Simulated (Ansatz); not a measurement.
# Si well of 8 atomic layers along [001] in random Si0.7Ge0.3, 5 % Ge through the well

Prepared with Tersoff's 1989 multicomponent potential (SiCGe.tersoff) (LAMMPS): minimisation. Geometry as solved with Ansatz (a first-principles code) with PBE, support functions at accuracy medium on the grid of 370 eV.

```xyz
576
Lattice="16.67 0.00 0.00 0.00 16.67 0.00 0.00 0.00 44.20" Properties=species:S:1:pos:R:3 pbc="T T T"
Si     0.02    -0.03     0.01
Ge     1.39     1.41     1.40
Si     2.78     2.80    -0.04
Si     4.11     4.16     1.38
Si     2.79     0.03     2.80
Si     4.13     1.37     4.21
Si    -0.03     2.81     2.80
Si     1.37     4.16     4.18
Ge    -0.04     0.05     5.58
Si     1.38     1.44     6.97
Si     2.74     2.77     5.55
Ge     4.13     4.15     7.00
Ge     2.79     0.03     8.37
Si     4.22     1.40     9.76
Si    -0.01     2.79     8.35
Si     1.35     4.20     9.73
Si    -0.01     0.01    11.14
Si     1.34     1.41    12.50
Ge     2.77     2.80    11.12
Si     4.15     4.23    12.51
Ge     2.76     0.05    13.90
Si     4.16     1.42    15.32
Si     0.01     2.81    13.87
Si     1.42     4.15    15.24
Si     0.00     0.00    16.71
Si     1.40     1.39    18.02
Si     2.77     2.79    16.65
Si     4.17     4.18    18.01
Si     2.77     0.00    19.39
Si     4.17     1.39    20.74
Si     0.01     2.77    19.38
Si     1.40     4.16    20.72
Si     0.00     0.00    22.10
Si     1.39     1.39    23.45
Si     2.78     2.78    22.09
Si     4.18     4.16    23.44
Si     2.78     0.00    24.82
Si     4.18     1.38    26.18
Si     0.00     2.78    24.80
Si     1.41     4.15    26.14
Si     0.01     0.00    27.55
Si     1.39     1.39    28.91
Si     2.76     2.75    27.52
Ge     4.14     4.17    28.92
Si     2.78     0.04    30.31
Si     4.17     1.35    31.70
Si     0.02     2.76    30.29
Ge     1.38     4.21    31.67
Si     0.01    -0.02    33.16
Si     1.38     1.35    34.52
Ge     2.77     2.74    33.10
Ge     4.19     4.19    34.51
Si     2.78    -0.02    35.87
Si     4.20     1.35    37.22
Si     0.01     2.73    35.87
Ge     1.36     4.20    37.23
Si    -0.02    -0.05    38.59
Ge     1.36     1.35    40.04
Ge     2.80     2.75    38.61
Ge     4.19     4.19    40.05
Si     2.79    -0.03    41.43
Si     4.14     1.40    42.79
Si     0.02     2.82    41.43
Si     1.39     4.18    42.80
Si     0.00     5.53    -0.01
Si     1.39     6.90     1.35
Si     2.76     8.28    -0.02
Ge     4.18     9.72     1.34
Si     2.72     5.52     2.76
Ge     4.11     6.95     4.15
Ge     0.00     8.30     2.78
Si     1.40     9.69     4.19
Si     0.01     5.53     5.60
Si     1.37     6.94     6.98
Si     2.73     8.33     5.60
Si     4.15     9.67     6.94
Si     2.73     5.58     8.38
Si     4.14     6.95     9.74
Si     0.02     8.29     8.40
Si     1.38     9.67     9.78
Si     0.01     5.57    11.15
Si     1.39     6.95    12.52
Si     2.78     8.31    11.15
Si     4.12     9.72    12.52
Si     2.77     5.58    13.90
Si     4.14     6.94    15.29
Si     0.01     8.34    13.89
Si     1.38     9.72    15.27
Ge     0.01     5.55    16.64
Si     1.41     6.97    18.03
Si     2.77     8.35    16.65
Si     4.16     9.73    18.03
Si     2.79     5.56    19.37
Si     4.17     6.95    20.73
Si     0.00     8.35    19.38
Si     1.39     9.72    20.75
Si     0.01     5.56    22.07
Si     1.42     6.92    23.42
Si     2.79     8.33    22.09
Si     4.18     9.73    23.44
Si     2.80     5.55    24.80
Si     4.15     6.97    26.15
Ge     0.00     8.34    24.80
Si     1.45     9.72    26.17
Ge     0.04     5.58    27.54
Si     1.42     7.00    28.96
Si     2.80     8.35    27.56
Si     4.20     9.70    28.91
Si     2.79     5.63    30.31
Si     4.18     6.97    31.70
Si     0.02     8.32    30.36
Si     1.39     9.70    31.73
Si     0.01     5.60    33.08
Si     1.42     6.96    34.44
Si     2.80     8.34    33.08
Si     4.14     9.72    34.50
Si     2.77     5.62    35.85
Si     4.14     6.96    37.25
Ge     0.01     8.35    35.86
Si     1.42     9.75    37.26
Si    -0.01     5.59    38.68
Si     1.39     6.96    40.03
Si     2.76     8.34    38.64
Si     4.09     9.71    40.04
Si     2.74     5.58    41.42
Si     4.12     6.91    42.81
Si     0.04     8.31    41.44
Si     1.42     9.68    42.80
Ge     0.01    11.08     0.01
Si     1.35    12.52     1.42
Ge     2.75    13.87    -0.03
Ge     4.17    15.32     1.39
Ge     2.76    11.12     2.81
Si     4.19    12.47     4.21
Si    -0.04    13.90     2.76
Ge     1.38    15.28     4.15
Ge     0.02    11.15     5.53
Si     1.40    12.51     6.97
Ge     2.82    13.88     5.60
Si     4.21    15.29     6.99
Ge     2.77    11.08     8.36
Si     4.14    12.53     9.76
Ge     0.02    13.94     8.34
Si     1.39    15.31     9.79
Si     0.03    11.05    11.17
Si     1.38    12.48    12.52
Si     2.73    13.87    11.12
Ge     4.18    15.27    12.48
Si     2.76    11.11    13.90
Si     4.15    12.48    15.28
Si    -0.02    13.85    13.87
Ge     1.36    15.24    15.30
Si     0.00    11.11    16.63
Si     1.39    12.49    18.02
Si     2.80    13.86    16.68
Si     4.15    15.28    18.03
Si     2.77    11.11    19.39
Si     4.16    12.51    20.74
Si     0.00    13.89    19.37
Si     1.38    15.28    20.74
Si     0.00    11.13    22.10
Si     1.40    12.50    23.46
Si     2.78    13.89    22.10
Si     4.17    15.28    23.46
Si     2.80    11.12    24.80
Si     4.17    12.50    26.17
Si     0.01    13.90    24.80
Si     1.38    15.28    26.18
Ge     0.02    11.13    27.52
Si     1.42    12.53    28.90
Si     2.78    13.89    27.51
Ge     4.17    15.29    28.92
Ge     2.79    11.11    30.31
Si     4.17    12.52    31.72
Ge     0.00    13.91    30.27
Ge     1.42    15.30    31.74
Si     0.02    11.09    33.11
Si     1.39    12.49    34.48
Si     2.79    13.86    33.12
Si     4.13    15.29    34.46
Si     2.77    11.12    35.86
Si     4.12    12.52    37.23
Si     0.01    13.88    35.86
Si     1.39    15.27    37.24
Si     0.03    11.13    38.60
Ge     1.41    12.52    40.03
Si     2.79    13.93    38.61
Si     4.16    15.29    40.01
Si     2.78    11.08    41.45
Si     4.18    12.48    42.78
Si     0.00    13.95    41.39
Si     1.37    15.30    42.78
Si     5.54     0.07    -0.02
Si     6.94     1.40     1.35
Si     8.37     2.75     0.04
Si     9.77     4.14     1.37
Ge     8.31    -0.01     2.75
Ge     9.74     1.43     4.16
Ge     5.53     2.77     2.79
Si     6.95     4.13     4.20
Si     5.51    -0.02     5.56
Ge     6.93     1.37     6.95
Si     8.31     2.77     5.56
Ge     9.70     4.14     6.98
Si     8.34    -0.03     8.34
Ge     9.70     1.43     9.71
Si     5.56     2.77     8.40
Si     6.91     4.18     9.75
Si     5.60     0.01    11.10
Si     6.95     1.42    12.47
Si     8.31     2.84    11.13
Si     9.71     4.20    12.50
Ge     8.33     0.04    13.90
Si     9.73     1.40    15.33
Ge     5.56     2.81    13.89
Si     6.98     4.18    15.31
Si     5.51     0.03    16.69
Si     6.94     1.40    18.03
Si     8.34     2.78    16.68
Si     9.73     4.17    18.02
Si     8.33     0.01    19.38
Si     9.71     1.39    20.74
Si     5.55     2.79    19.38
Si     6.95     4.16    20.74
Si     5.56     0.00    22.10
Si     6.94     1.38    23.45
Si     8.33     2.77    22.10
Si     9.72     4.17    23.45
Si     8.33     0.00    24.81
Si     9.71     1.38    26.18
Si     5.55     2.77    24.81
Si     6.97     4.14    26.15
Si     5.59     0.01    27.53
Si     6.99     1.36    28.90
Si     8.33     2.77    27.54
Si     9.68     4.13    28.95
Si     8.37     0.01    30.28
Si     9.71     1.38    31.70
Ge     5.59     2.75    30.33
Si     6.97     4.20    31.70
Si     5.50    -0.02    33.08
Ge     6.93     1.39    34.45
Si     8.33     2.79    33.03
Ge     9.72     4.18    34.46
Si     8.32    -0.04    35.84
Ge     9.70     1.38    37.23
Si     5.58     2.77    35.91
Si     6.94     4.17    37.27
Si     5.56     0.00    38.65
Si     6.93     1.40    40.02
Si     8.30     2.78    38.66
Si     9.70     4.10    40.04
Si     8.33     0.07    41.41
Si     9.72     1.40    42.82
Si     5.55     2.73    41.43
Ge     6.92     4.12    42.86
Si     5.46     5.53     0.01
Ge     6.89     6.92     1.38
Ge     8.34     8.36    -0.01
Si     9.72     9.74     1.43
Ge     8.34     5.50     2.78
Ge     9.72     7.00     4.18
Si     5.54     8.34     2.79
Ge     6.94     9.72     4.20
Ge     5.58     5.56     5.58
Si     6.95     6.96     7.00
Si     8.33     8.34     5.64
Si     9.70     9.72     7.00
Si     8.28     5.54     8.37
Ge     9.74     6.90     9.73
Si     5.51     8.30     8.33
Ge     6.89     9.75     9.72
Si     5.51     5.55    11.10
Ge     6.90     6.92    12.56
Ge     8.34     8.35    11.16
Si     9.76     9.74    12.51
Si     8.35     5.54    13.93
Si     9.72     6.92    15.30
Si     5.47     8.33    13.91
Ge     6.91     9.68    15.32
Si     5.56     5.56    16.64
Si     6.94     6.93    18.03
Si     8.35     8.29    16.68
Si     9.71     9.68    18.05
Si     8.34     5.55    19.38
Si     9.73     6.94    20.75
Si     5.56     8.34    19.37
Si     6.94     9.72    20.74
Si     5.56     5.56    22.09
Si     6.94     6.95    23.45
Si     8.34     8.33    22.10
Si     9.72     9.74    23.45
Si     8.32     5.54    24.78
Ge     9.70     6.97    26.18
Si     5.56     8.35    24.81
Si     6.94     9.73    26.18
Ge     5.60     5.59    27.52
Si     6.98     6.97    28.96
Si     8.31     8.38    27.59
Si     9.74     9.73    28.94
Si     8.34     5.56    30.31
Si     9.72     6.96    31.67
Si     5.57     8.34    30.31
Si     6.97     9.70    31.67
Si     5.56     5.56    33.04
Ge     6.93     6.95    34.46
Si     8.33     8.32    33.03
Ge     9.75     9.71    34.42
Si     8.31     5.55    35.90
Si     9.71     6.95    37.21
Si     5.50     8.33    35.86
Ge     6.93     9.71    37.24
Si     5.55     5.57    38.58
Ge     6.96     6.96    39.97
Si     8.39     8.35    38.60
Si     9.76     9.71    39.99
Ge     8.35     5.54    41.43
Si     9.76     6.96    42.80
Ge     5.51     8.34    41.44
Si     6.93     9.75    42.81
Si     5.58    11.15    -0.04
Si     6.97    12.46     1.38
Ge     8.36    13.89     0.00
Si     9.76    15.31     1.36
Si     8.34    11.12     2.78
Si     9.69    12.51     4.15
Ge     5.59    13.86     2.81
Si     6.92    15.31     4.20
Si     5.51    11.08     5.60
Ge     6.92    12.49     7.00
Ge     8.34    13.93     5.57
Si     9.75    15.28     7.01
Si     8.37    11.12     8.37
Si     9.74    12.51     9.74
Si     5.53    13.92     8.41
Si     6.96    15.29     9.73
Si     5.46    11.12    11.12
Ge     6.90    12.51    12.47
Si     8.33    13.88    11.07
Ge     9.74    15.23    12.51
Ge     8.34    11.10    13.89
Ge     9.73    12.54    15.31
Si     5.52    13.86    13.92
Ge     6.90    15.28    15.32
Si     5.53    11.14    16.68
Si     6.94    12.50    18.04
Si     8.32    13.91    16.72
Si     9.73    15.29    18.03
Si     8.33    11.10    19.38
Si     9.72    12.50    20.72
Si     5.55    13.90    19.39
Si     6.94    15.28    20.74
Si     5.56    11.12    22.09
Si     6.95    12.50    23.45
Si     8.33    13.88    22.09
Si     9.71    15.27    23.45
Si     8.34    11.12    24.82
Si     9.72    12.51    26.18
Si     5.57    13.89    24.81
Si     6.96    15.28    26.17
Si     5.54    11.10    27.53
Ge     6.95    12.48    28.93
Si     8.35    13.91    27.54
Si     9.72    15.27    28.92
Si     8.36    11.09    30.34
Si     9.72    12.49    31.70
Si     5.54    13.87    30.34
Ge     6.96    15.28    31.70
Ge     5.57    11.10    33.09
Si     6.97    12.54    34.45
Si     8.38    13.88    33.09
Si     9.72    15.26    34.49
Ge     8.36    11.16    35.85
Si     9.77    12.52    37.27
Ge     5.54    13.91    35.85
Si     6.93    15.32    37.24
Ge     5.49    11.13    38.67
Si     6.90    12.53    40.04
Ge     8.31    13.89    38.62
Ge     9.73    15.33    40.03
Ge     8.33    11.11    41.39
Si     9.74    12.49    42.79
Si     5.51    13.89    41.38
Ge     6.91    15.32    42.77
Si    11.12     0.02    -0.01
Si    12.51     1.38     1.40
Si    13.89     2.77     0.06
Si    15.29     4.17     1.39
Si    13.91     0.02     2.78
Si    15.25     1.44     4.15
Si    11.17     2.80     2.75
Si    12.55     4.13     4.15
Ge    11.17     0.01     5.61
Si    12.56     1.43     6.99
Si    13.91     2.80     5.57
Si    15.29     4.16     6.97
Si    13.91     0.02     8.35
Si    15.31     1.38     9.73
Si    11.17     2.79     8.36
Si    12.54     4.15     9.76
Ge    11.15    -0.01    11.09
Ge    12.58     1.39    12.52
Si    13.96     2.80    11.11
Si    15.30     4.19    12.51
Si    13.93    -0.03    13.93
Ge    15.29     1.42    15.30
Ge    11.11     2.81    13.93
Si    12.53     4.22    15.31
Si    11.12    -0.01    16.66
Si    12.49     1.39    18.02
Si    13.86     2.81    16.68
Si    15.26     4.16    18.04
Si    13.89     0.00    19.38
Si    15.29     1.39    20.73
Si    11.11     2.78    19.38
Si    12.50     4.18    20.73
Si    11.09    -0.03    22.07
Ge    12.50     1.39    23.45
Si    13.92     2.81    22.06
Si    15.29     4.18    23.44
Si    13.91    -0.02    24.84
Si    15.30     1.38    26.18
Si    11.08     2.79    24.84
Si    12.52     4.15    26.15
Si    11.08    -0.03    27.53
Ge    12.48     1.39    28.91
Si    13.89     2.77    27.50
Ge    15.26     4.16    28.94
Si    13.90    -0.02    30.28
Ge    15.32     1.34    31.69
Si    11.05     2.77    30.31
Ge    12.45     4.21    31.67
Si    11.07     0.00    33.11
Si    12.48     1.33    34.49
Ge    13.85     2.75    33.09
Ge    15.33     4.16    34.47
Si    13.89    -0.02    35.87
Si    15.30     1.34    37.22
Si    11.12     2.73    35.82
Ge    12.50     4.14    37.21
Si    11.14    -0.02    38.59
Ge    12.47     1.38    40.03
Ge    13.97     2.78    38.65
Si    15.33     4.21    40.07
Ge    13.91    -0.06    41.42
Ge    15.31     1.41    42.84
Si    11.07     2.76    41.43
Ge    12.51     4.16    42.81
Si    11.09     5.56    -0.01
Ge    12.51     6.93     1.40
Si    13.94     8.32    -0.01
Si    15.25     9.71     1.40
Si    13.93     5.52     2.80
Si    15.32     6.85     4.17
Si    11.10     8.37     2.75
Ge    12.52     9.75     4.13
Ge    11.15     5.53     5.54
Ge    12.53     6.93     7.02
Ge    13.94     8.28     5.53
Ge    15.33     9.70     6.98
Si    13.94     5.52     8.41
Si    15.30     6.93     9.77
Si    11.09     8.34     8.35
Ge    12.47     9.70     9.79
Si    11.16     5.51    11.14
Si    12.54     6.90    12.49
Si    13.92     8.30    11.15
Si    15.29     9.70    12.52
Si    13.91     5.55    13.89
Si    15.28     6.96    15.24
Ge    11.15     8.31    13.89
Si    12.57     9.71    15.27
Si    11.12     5.57    16.66
Si    12.51     6.96    18.01
Si    13.92     8.33    16.64
Si    15.29     9.73    18.01
Si    13.89     5.57    19.38
Si    15.29     6.95    20.73
Si    11.12     8.32    19.39
Si    12.50     9.73    20.73
Si    11.12     5.55    22.10
Si    12.51     6.95    23.45
Si    13.89     8.34    22.08
Si    15.26     9.75    23.43
Si    13.89     5.55    24.80
Si    15.23     6.95    26.18
Si    11.13     8.37    24.79
Si    12.50     9.74    26.18
Ge    11.14     5.53    27.60
Si    12.52     6.98    28.97
Si    13.85     8.32    27.54
Ge    15.26     9.70    28.95
Si    13.90     5.62    30.33
Si    15.28     6.97    31.72
Si    11.11     8.34    30.31
Si    12.49     9.72    31.68
Si    11.10     5.64    33.08
Si    12.50     7.00    34.43
Si    13.89     8.37    33.07
Si    15.27     9.74    34.45
Ge    13.90     5.62    35.85
Si    15.30     6.96    37.30
Si    11.12     8.30    35.84
Ge    12.51     9.72    37.24
Ge    11.06     5.53    38.64
Ge    12.53     6.94    40.05
Si    13.92     8.33    38.64
Ge    15.32     9.73    40.03
Si    13.95     5.56    41.45
Si    15.32     6.94    42.82
Si    11.10     8.34    41.40
Ge    12.54     9.71    42.78
Ge    11.13    11.14     0.03
Si    12.56    12.53     1.40
Si    13.89    13.94     0.05
Si    15.28    15.31     1.40
Si    13.93    11.15     2.75
Si    15.26    12.54     4.15
Ge    11.15    13.91     2.79
Si    12.57    15.31     4.18
Ge    11.08    11.14     5.58
Si    12.49    12.57     6.94
Si    13.90    13.91     5.56
Si    15.24    15.30     6.95
Ge    13.86    11.13     8.34
Ge    15.32    12.48     9.78
Si    11.12    13.90     8.36
Si    12.52    15.29     9.68
Si    11.09    11.15    11.17
Si    12.50    12.48    12.56
Ge    13.88    13.92    11.17
Si    15.31    15.30    12.54
Si    13.91    11.09    13.89
Si    15.28    12.49    15.26
Si    11.17    13.89    13.92
Si    12.52    15.29    15.29
Ge    11.16    11.08    16.69
Si    12.55    12.52    18.05
Si    13.91    13.89    16.64
Si    15.28    15.28    18.03
Si    13.91    11.11    19.39
Si    15.29    12.51    20.74
Si    11.12    13.89    19.38
Si    12.50    15.28    20.74
Si    11.11    11.12    22.08
Si    12.49    12.51    23.45
Si    13.89    13.89    22.09
Si    15.28    15.28    23.45
Si    13.88    11.12    24.80
Si    15.28    12.51    26.12
Si    11.10    13.89    24.80
Si    12.47    15.29    26.15
Si    11.10    11.11    27.55
Si    12.46    12.48    28.95
Ge    13.87    13.88    27.54
Si    15.27    15.32    28.90
Si    13.83    11.10    30.32
Ge    15.26    12.47    31.72
Si    11.08    13.86    30.29
Ge    12.48    15.27    31.69
Si    11.14    11.12    33.03
Ge    12.51    12.51    34.48
Si    13.92    13.92    33.12
Si    15.29    15.27    34.50
Si    13.94    11.12    35.85
Si    15.31    12.50    37.23
Si    11.11    13.92    35.89
Si    12.53    15.27    37.24
Si    11.12    11.13    38.65
Si    12.53    12.49    39.99
Si    13.90    13.86    38.60
Si    15.29    15.24    39.97
Si    13.89    11.14    41.38
Ge    15.26    12.56    42.79
Ge    11.16    13.88    41.44
Si    12.51    15.28    42.88
```
